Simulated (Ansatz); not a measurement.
Start from Cu in the fcc (Cu type) structure (space group Fm-3m, No. 225; a = 3.577 Å; relaxed with 0.1 eV smearing). Axes: x, y, z lie along the cube axes.

Structures relaxed with Kohn–Sham DFT with the r2SCAN functional, run in Ansatz (a program for electronic structure) with PAW and 500 eV plane waves, no SOC.

Base:

Simulated powder pattern, Cu Kα1, λ = 1.54056 Å (kinematic, ideal powder, no thermal factors, no anomalous dispersion; the 10 strongest lines at most, above 2 %, up to 2θ = 90°):

```json
[
 {"2θ (°)": "43.80", "I/Imax (%)": "100", "hkl": "(111)"},
 {"2θ (°)": "51.03", "I/Imax (%)": "47", "hkl": "(200)"},
 {"2θ (°)": "75.05", "I/Imax (%)": "26", "hkl": "(220)"}
]
```

After one change:

Simulated powder pattern, Cu Kα1, λ = 1.54056 Å (kinematic, ideal powder, no thermal factors, no anomalous dispersion; the 10 strongest lines at most, above 2 %, up to 2θ = 90°):

| 2θ (°) | I/Imax (%) |
|---|---|
| 43.96 | 100 |
| 51.03 | 31 |
| 51.58 | 15 |
| 75.05 | 8.9 |
| 75.50 | 18 |

Problem. Name the change that was made.
A. uniaxial strain ε_zz = −2.50 %
B. uniaxial strain ε_zz = −2.00 %
C. uniaxial strain ε_zz = −1.00 %
D. uniaxial strain ε_zz = −1.50 %

Solution. C, uniaxial strain ε_zz = −1.00 %. Its volume per atom is 11.33 Å³ against 11.44 Å³, and its space group is I4/mmm (No. 139).

Whether these cells are dynamically stable was not tested. The final runs are not spin-polarised.
